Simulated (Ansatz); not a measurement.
Base system: BaTiO₃ (space group P4mm, No. 99; a = 3.985 Å, c = 4.204 Å).

(Cell as relaxed with PBE.)

Levels (all Ansatz, a quantum-chemistry and plane-wave program, PAW, earlier PAW set): PBE (420 eV, no spin-orbit coupling); r2SCAN (500 eV, without spin-orbit coupling).

Each level relaxes its own structure.

```
base                      PBE    r2SCAN
-------------------  --------  --------
volume per atom      13.35 Å³  12.98 Å³
lattice parameter a   3.985 Å   3.973 Å
band gap              1.85 eV   2.23 eV
```

The change: a hydrostatic pressure of 60 GPa.

| quantity | PBE | r2SCAN |
|---|---|---|
| shortest interatomic distance | 1.865 Å | (withheld) |
| band gap | 2.01 eV | (withheld) |
| shift of the gap caused by the change | +0.17 eV | (withheld) |

Task: Predict the r2SCAN column.

Result: 
- shortest interatomic distance, r2SCAN: 1.863 Å
- band gap, r2SCAN: 2.44 eV
- shift of the gap caused by the change, r2SCAN: +0.20 eV

PBE's shortest interatomic distance lies 0.0028 Å above r2SCAN's (0.1 %); PBE's band gap lies 0.420 eV below r2SCAN's; PBE's shift of the gap caused by the change lies 0.03 eV below r2SCAN's. Neither level is exact; r2SCAN is the comparison here, not a measurement.

Load acts through the strain it causes; cell and atoms are relaxed under it. No phonon test of stability was made. No other phases were tried under pressure. All final runs are without spin polarisation. Along this pressure series the structure jumps between pressure 9 GPa and pressure 18 GPa; cells beyond that are another form of it.
